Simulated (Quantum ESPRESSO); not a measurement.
Input and output of a self-consistent single point for Si2Mo (I4/mmm, 3 atoms in the cell) (Quantum ESPRESSO).

Method of the run: PBE, PSlibrary ultrasoft (PBE) pseudopotentials (plane waves; Quantum ESPRESSO).

```
CELL_PARAMETERS angstrom
     -1.62744     1.62744     3.96984
      1.62744    -1.62744     3.96984
      1.62744     1.62744    -3.96984
ATOMIC_POSITIONS crystal
  Si 0.66457 0.66457 0.00000
  Si 0.33543 0.33543 0.00000
  Mo 0.00000 0.00000 0.00000
```

Reference input (self-consistent single point, DFT, PBE, plane waves, PSlibrary ultrasoft (PBE) pseudopotentials): ecutwfc = 55 Ry; ecutrho = 330 Ry; occupations = smearing; smearing = marzari-vanderbilt; degauss = 0.0073499 Ry; potentials = {Si: Si.pbe-n-rrkjus_psl.1.0.0.UPF, Mo: Mo.pbe-spn-rrkjus_psl.1.0.0.UPF}; K_POINTS = automatic 10 10 10 1 1 1; conv_thr = 1e-11 Ry. This run's input differs from it in these lines:

```diff
@@ -16,3 +16,3 @@
   smearing = 'marzari-vanderbilt'
-  degauss = 0.0073499
+  degauss = 0.02205
 /
@@ -29,3 +29,3 @@
 K_POINTS automatic
-10 10 10  1 1 1
+8 8 8  1 1 1
 CELL_PARAMETERS bohr
```

The program printed (abridged):

```
     Self-consistent Calculation

     iteration #  1     ecut=    55.00 Ry     beta= 0.70

     Threshold (ethr) on eigenvalues was too large:
     Diagonalizing with lowered threshold

     total energy              =    -162.44014436 Ry
     estimated scf accuracy    <       0.06634437 Ry

     iteration #  2     ecut=    55.00 Ry     beta= 0.70

     total energy              =    -162.43241364 Ry
     estimated scf accuracy    <       0.12937459 Ry

     iteration #  3     ecut=    55.00 Ry     beta= 0.70

     total energy              =    -162.45994403 Ry
     estimated scf accuracy    <       0.00672220 Ry

   [... 6 blocks of this kind left out ...]

     iteration # 10     ecut=    55.00 Ry     beta= 0.70

     total energy              =    -162.46091335 Ry
     estimated scf accuracy    <          2.8E-11 Ry

     iteration # 11     ecut=    55.00 Ry     beta= 0.70
     End of self-consistent calculation

     the Fermi energy is    15.1286 ev

!    total energy              =    -162.46091335 Ry
     estimated scf accuracy    <          2.4E-13 Ry
     smearing contrib. (-TS)   =       0.00092799 Ry
     internal energy E=F+TS    =    -162.46184134 Ry

     convergence has been achieved in  11 iterations

     Forces acting on atoms (cartesian axes, Ry/au):

     atom    1 type  1   force =     0.00000000    0.00000000   -0.00113289
     atom    2 type  1   force =     0.00000000    0.00000000    0.00113289
     atom    3 type  2   force =     0.00000000    0.00000000    0.00000000

     Total force =     0.001602     Total SCF correction =     0.000000

          total   stress  (Ry/bohr**3)                   (kbar)     P=      -65.35
  -0.00045491   0.00000000   0.00000000          -66.92        0.00        0.00
   0.00000000  -0.00045491   0.00000000            0.00      -66.92        0.00
  -0.00000000  -0.00000000  -0.00042281           -0.00       -0.00      -62.20

   JOB DONE.
```

The run converged in 11 iterations. Against the reference run the free energy rises by 1.0 meV/atom, the pressure moves little (-6.46 to -6.53 GPa) and the largest force goes from 0.043 to 0.029 eV/Å.

The starting cell comes from a database of computed structures (which also holds hypothetical and non-ambient phases and stackings), without a prior relaxation at this level. Its lattice was rescaled by a random factor within 2.5 % of one. Spin polarisation is off. With a pressure of about -7 GPa the cell is away from its equilibrium volume at this level.

Cost on one core of a shared machine: roughly 60 s.
